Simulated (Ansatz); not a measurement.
Bulk modulus of CoSn2 (I4/mcm, No. 140, 6 atoms in the cell; start mp-20155) at several levels of theory

No measured value is used here.

| level (code) | value (GPa) | cell (Å³/atom) |
|---|---|---|
| LDA (Ansatz) | 128 | 17.25 |
| PBEsol (Ansatz) | 119 | 17.73 |
| r²SCAN (Ansatz) | 116 | 18.02 |

The crystal itself was run without spin with LDA, PBEsol, r²SCAN; a magnetic state was not tried in these runs. LDA, PBEsol, r²SCAN: the run has no spin polarisation, so it can have missed a magnetic state. LDA, PBEsol, r²SCAN: the bulk modulus is −V dP/dV from two relaxed cells at ±2 % in volume. LDA, PBEsol, r²SCAN: the relaxation could not lower the start's symmetry, so the cell can be a saddle point above a distorted one. Each level is taken at its own relaxed cell. Cutoffs differ between the levels. Ansatz's density-functional and Hartree–Fock values are scalar-relativistic unless marked +SOC, with PAW data made under PBE.

A start named mp-… is a Materials Project structure, which need not be a measured phase.

Ansatz is a quantum-chemistry and plane-wave program.
